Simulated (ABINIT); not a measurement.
ABINIT run on LiMg₃ (P6_3/mmc, 8 atoms in the cell): self-consistent single point.

Method of the run: PBEsol, norm-conserving pseudopotentials (PseudoDojo nc-sr-04 PBEsol standard) (plane waves; ABINIT).

The change in words: lattice scaled by 0.98. Reference geometry:
```yaml
crystal:
  lattice:
    - [6.27104, 0.00000, 0.00000]
    - [-3.13552, 5.43088, 0.00000]
    - [0.00000, 0.00000, 5.06495]
  atoms:
    - { symbol: Li, position: [0.66667, 0.33333, 0.75000] }
    - { symbol: Li, position: [0.33333, 0.66667, 0.25000] }
    - { symbol: Mg, position: [0.16737, 0.33475, 0.75000] }
    - { symbol: Mg, position: [0.83262, 0.66525, 0.25000] }
    - { symbol: Mg, position: [0.83262, 0.16737, 0.25000] }
    - { symbol: Mg, position: [0.16737, 0.83262, 0.75000] }
    - { symbol: Mg, position: [0.66525, 0.83262, 0.75000] }
    - { symbol: Mg, position: [0.33475, 0.16737, 0.25000] }
```

Reference input (self-consistent single point, DFT, PBEsol, plane waves, norm-conserving pseudopotentials (PseudoDojo nc-sr-04 PBEsol standard)): pseudos = [Li.upf, Mg.upf]; ecut = 84 Ry; ixc = -116133; occopt = 3; tsmear = 0.00499791 Ha; ngkpt = 5 5 5; nshiftk = 1; shiftk = 0 0 0; potentials = PseudoDojo nc-sr-04 PBEsol standard; nband = 42; kptopt = 1; nstep = 80. This run's input differs from it in these lines:

```diff
@@ -3,6 +3,6 @@
 pseudos "Li.upf, Mg.upf"
-acell 11.8505481731 11.8505481731 9.5713683349
+acell 11.6135365843 11.6135365843 9.3799409682
 rprim
-         1.0000000000   -0.0000000011    0.0000000000
-        -0.4999999990    0.8660254043    0.0000000000
+         1.0000000000    0.0000000445    0.0000000000
+        -0.5000000386    0.8660253815    0.0000000000
          0.0000000000    0.0000000000    1.0000000000
@@ -13,10 +13,10 @@
 xcart
-         5.9252740904    3.4209585823    7.1785262512
-         0.0000000076    6.8419171778    2.3928420837
-         0.0000000038    3.4354976629    7.1785262512
-         5.9252740941    6.8273780972    2.3928420837
-         8.8753199243    1.7177488216    2.3928420837
-        -2.9500458264    8.5451269385    7.1785262512
-         2.9500458453    8.5451269320    7.1785262512
-         2.9752282526    1.7177488282    2.3928420837
+         5.8067681429    3.3525394951    7.0349557262
+        -0.0000002985    6.7050784732    2.3449852421
+        -0.0000001499    3.3667875283    7.0349557262
+         5.8067679943    6.6908304399    2.3449852421
+         8.6978129807    1.6833941514    2.3449852421
+        -2.8910451362    8.3742238169    7.0349557262
+         2.8910443907    8.3742240743    7.0349557262
+         2.9157234538    1.6833938940    2.3449852421
 ecut 84 Ry
```

Output (repeated stretches shortened):

```
--- !BeginCycle
solver: {iscf: 7, nstep: 80, nline: 4, wfoptalg: 0, }
tolerances: {tolvrs: 1.00E-10, }
...

     iter   Etot(hartree)      deltaE(h)  residm     vres2
 ETOT  1  -369.88224094458    -3.699E+02 2.864E-01 2.052E+02
 ETOT  2  -370.15314826739    -2.709E-01 1.403E-02 1.021E+01
 ETOT  3  -370.15432936007    -1.181E-03 9.131E-04 5.568E-01
 ETOT  4  -370.15443444832    -1.051E-04 4.412E-04 7.175E-02
 ETOT  5  -370.15444026093    -5.813E-06 1.125E-04 3.757E-04
 ETOT  6  -370.15444030899    -4.806E-08 7.280E-05 2.688E-06
 ETOT  7  -370.15444030944    -4.478E-10 9.592E-05 6.955E-08
 ETOT  8  -370.15444030944    -1.705E-13 4.617E-05 1.516E-09
 ETOT  9  -370.15444030943     1.262E-11 6.335E-05 3.611E-11
 At SCF step    9       vres2   =  3.61E-11 < tolvrs=  1.00E-10 =>converged.

 Cartesian components of stress tensor (hartree/bohr^3)
  sigma(1 1)= -8.03380924E-05  sigma(3 2)=  0.00000000E+00
  sigma(2 2)= -8.03380921E-05  sigma(3 1)=  0.00000000E+00
  sigma(3 3)= -4.94849306E-05  sigma(2 1)=  2.31147183E-13

 ----iterations are completed or convergence reached----

 reduced coordinates (array xred) for    8 atoms
       0.666666666702      0.333333333359      0.750000000005
       0.333333333369      0.666666666692      0.250000000005
       0.167375000033      0.334750000020      0.750000000005
       0.832625000039      0.665250000032      0.250000000005
       0.832625000039      0.167375000023      0.250000000005
       0.167375000033      0.832625000029      0.750000000005
   [... lines left out ...]
 Fermi (or HOMO) energy (hartree) =   0.12938   Average Vxc (hartree)=  -0.31909
 Fermi (or HOMO) energy (eV) =   3.52074   Average Vxc (eV)=  -8.68300
   [... lines left out ...]
total_energy        : -3.70154440309426E+02
total_energy_eV     : -1.00724145627433E+04
band_energy         : -8.88302551725117E+01
...

-Cartesian components of stress tensor (GPa)         [Pressure=  2.0611E+00 GPa]
- sigma(1 1)= -2.36362788E+00  sigma(3 2)=  0.00000000E+00
- sigma(2 2)= -2.36362788E+00  sigma(3 1)=  0.00000000E+00
- sigma(3 3)= -1.45589668E+00  sigma(2 1)=  6.80058376E-09

 Calculation completed.
```

The run converged in 9 iterations. Against the reference run the free energy goes up by 7.7 meV/atom, the pressure goes from -0.06 to 2.06 GPa and the largest force goes from 0.075 to 0.109 eV/Å.

The starting cell comes from a database of computed structures (which also holds hypothetical and non-ambient phases and stackings), without a prior relaxation at this level. For this run, on top of that: lattice scaled by 0.98.

Cost on one core of a shared machine: roughly 4 min.
